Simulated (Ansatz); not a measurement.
Consider CsPbBr$_{3}$ in the cubic perovskite structure (space group Pm-3m, No. 221; a = 5.872 Å).

Structures relaxed with PBEsol/PAW in Ansatz (a first-principles code), no spin-orbit coupling.

Base:

Simulated powder pattern, Co Kα, λ = 1.79026 Å (kinematic, ideal powder, no thermal factors, no anomalous dispersion; the 8 strongest lines at most, above 2 %, up to 2θ = 90°):

```json
[
 {"2θ (°)": "17.54", "I/Imax (%)": "38", "hkl": "(100)"},
 {"2θ (°)": "24.90", "I/Imax (%)": "89", "hkl": "(110)"},
 {"2θ (°)": "35.50", "I/Imax (%)": "100", "hkl": "(200)"},
 {"2θ (°)": "43.85", "I/Imax (%)": "43", "hkl": "(211)"},
 {"2θ (°)": "51.08", "I/Imax (%)": "72", "hkl": "(220)"},
 {"2θ (°)": "63.75", "I/Imax (%)": "25", "hkl": "(222)"},
 {"2θ (°)": "69.55", "I/Imax (%)": "23", "hkl": "(321)"},
 {"2θ (°)": "85.96", "I/Imax (%)": "36", "hkl": "(420)"}
]
```

It is then changed as follows: the cell is scaled by 0.9700 in all directions; the atoms relax in the strained cell.

**Question.** How do the reflections move or split?

**Answer.** 
Simulated powder pattern, Co Kα, λ = 1.79026 Å (kinematic, ideal powder, no thermal factors, no anomalous dispersion; the 8 strongest lines at most, above 2 %, up to 2θ = 90°):

| 2θ (°) | I/Imax (%) | hkl |
|---|---|---|
| 18.08 | 39 | (100) |
| 25.68 | 90 | (110) |
| 36.64 | 100 | (200) |
| 45.28 | 43 | (211) |
| 52.78 | 72 | (220) |
| 65.97 | 25 | (222) |
| 72.03 | 23 | (321) |
| 89.31 | 36 | (420) |

The indices refer to the base's conventional cell; one index is shown for lines that coincide.

No phonon test of stability was made. Many cubic perovskites are stable only at high temperature; tilts and polar distortions were not tested. This is not the structure that CsPbBr3 has at room temperature and ambient pressure.
